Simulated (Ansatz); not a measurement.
The starting structures come from a database of crystals and need not be the phases stable at ambient conditions.

Data:

```yaml
crystal:
  lattice:
    - [3.99359, 0.00000, 0.00000]
    - [-1.99680, 3.45855, 0.00000]
    - [0.00000, 0.00000, 6.58611]
  atoms:
    - { symbol: Ga, position: [0.33333, 0.66667, 0.99998] }
    - { symbol: Ga, position: [0.66667, 0.33333, 0.49998] }
    - { symbol: As, position: [0.33333, 0.66667, 0.37402] }
    - { symbol: As, position: [0.66667, 0.33333, 0.87402] }
```

Space group of this cell: P6_3mc, wurtzite. The cell is taken as given.

All values below come from r2SCAN (plane waves, PAW; Ansatz, an electronic-structure program).

The current runs along the normal of the first two printed vectors; no spin-orbit coupling. Scaled by the factor s: all lengths (ions clamped). Meshes 12×12×6 and 12×12 across the current in all rows.

| s | mean pressure (GPa) | slowest mid-gap decay constant κ (1/Å) |
|---|---|---|
| 0.98 | 5.0 | ? |
| 1.00 | 0.0 | 0.058 |
| 1.02 | -3.7 | 0.035 |

Task: Take the slope of the slowest mid-gap decay constant κ against ln s from the two given rows, extrapolate to s = 0.98, and say what the run there gives.

Result: Slope = (0.035 − 0.058) / ln 1.02 = -1.16 1/Å. The line gives 0.058 + (-1.16) × ln 0.98 = 0.081 1/Å. The run gives 0.080 1/Å, 0.001 1/Å under the line, 6 % of the predicted step.
